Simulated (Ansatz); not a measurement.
# CdS: band gap against strain

CdS (zinc blende, F-43m, 25.382 Å³/atom at rest, cube axes along x, y and z) under a strain ε along a cube axis (axis z), the other axes held. r2SCAN in Ansatz, a plane-wave DFT program (PAW, default set), 500 eV, 10×10×10 Γ-centred mesh, Fermi-Dirac smearing 0.05 eV; ions are relaxed within the symmetry of each cell. Gaps are the smallest over the k-mesh and a band path, without spin-orbit coupling; in all rows the valence edge lies at Γ and the conduction edge at Γ.

Here s stands for strain and Eg for gap.

| strain (%) | gap (eV) |
|---|---|
| -3.00 | ? |
| -1.50 | 1.548 |
| -1.00 | 1.546 |
| -0.50 | 1.545 |
| 0.00 | 1.544 |

Q: Fit Eg against s with a straight line, and predict the withheld value at s = -3.00.

A: Means: s -0.75000, Eg 1.5457. About the means, the sum of products is -0.0032500 and the sum of squares of s is 1.2500; the slope is their ratio. Least squares gives Eg = 1.5438 - 0.00260·s. Residuals (row less fit): 0.0003, -0.0004, -0.0001, 0.0002; standard error 0.0004 (degrees of freedom: 2). Over these rows the gap moves by -0.26 ± 0.03 eV per unit strain. At the withheld row, Eg = 1.5438 - 0.00260 × (-3.0) = 1.5516 eV. The calculation gives 1.553 eV, 0.0014 eV above the prediction (15.6 % of the range of Eg in the table). The row lies outside the fitted rows, so this is an extrapolation. The fitted rows scatter only by rounding.

CdS is here a metastable form; wurtzite is the usual one. Rows are the converged runs of the series near zero and its far end; series whose fitted rows scatter by over a few per cent of the range, as at a crossing or softening among them, aren't shown in this form. Most that stay on the fit to the last digits aren't either.
